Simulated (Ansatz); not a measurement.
**A computed series for Al2Cu: response to strain**

Start from Al$_{2}$Cu (space group I4/mcm, No. 140; a = 6.006 Å, c = 4.790 Å). Axes: x, y, z lie along a, b, c of the conventional cell.

Strains are applied to the cell and any free atomic positions relax; under biaxial strain the out-of-plane vector relaxes too.

Computed with DFT with r2SCAN, PAW potentials and a 500 eV plane-wave cutoff in Ansatz (an electronic-structure program), scalar-relativistic without spin-orbit coupling.

Notes on the quantities. energy relative to the base: free energy F; pressure: mean of the normal stresses, compression positive.

| variant | volume per atom | energy relative to the base | pressure | space group |
|---|---|---|---|---|
| base | 14.40 Å³ | 0 meV/atom | 0.0 GPa | I4/mcm (No. 140) |
| biaxial strain +0.92 %, plane normal [001], relaxed out of plane | 14.57 Å³ | [?] | -1.4 GPa | I4/mcm (No. 140) |
| biaxial strain +0.96 %, plane normal [001], relaxed out of plane | 14.58 Å³ | +1.9 meV/atom | -1.4 GPa | I4/mcm (No. 140) |
| biaxial strain +4.52 %, plane normal [001], relaxed out of plane | 15.40 Å³ | +40 meV/atom | -6.2 GPa | I4/mcm (No. 140) |
| isotropic strain −3.49 % | 12.94 Å³ | +64 meV/atom | 15.5 GPa | I4/mcm (No. 140) |
| isotropic strain +4.43 % | 16.40 Å³ | +77 meV/atom | -11.0 GPa | I4/mcm (No. 140) |
| isotropic strain +5.84 % | 17.07 Å³ | +128 meV/atom | -13.0 GPa | I4/mcm (No. 140) |
| uniaxial strain ε_yy = −3.63 % | 13.87 Å³ | +11 meV/atom | 4.7 GPa | Ibam (No. 72) |
| uniaxial strain ε_zz = +1.12 % | 14.56 Å³ | +1.0 meV/atom | -1.2 GPa | I4/mcm (No. 140) |
| tensor shear ε_xy = −2.75 % | 14.39 Å³ | [?] | 0.3 GPa | Fmmm (No. 69) |

Q: What belongs in the blanks?

A: 
- biaxial strain +0.92 %, plane normal [001], relaxed out of plane, energy relative to the base: +1.7 meV/atom
- tensor shear ε_xy = −2.75 %, energy relative to the base: +6.2 meV/atom

A biaxial case was relaxed in a doubled cell and then solved in the primitive one. Without a gap, meshes like the base's 12×12×12 leave anisotropic stresses uncertain by several tenths of a GPa, and small strain energies with them. Stability against distortions was not tested. All final runs are without spin polarisation.
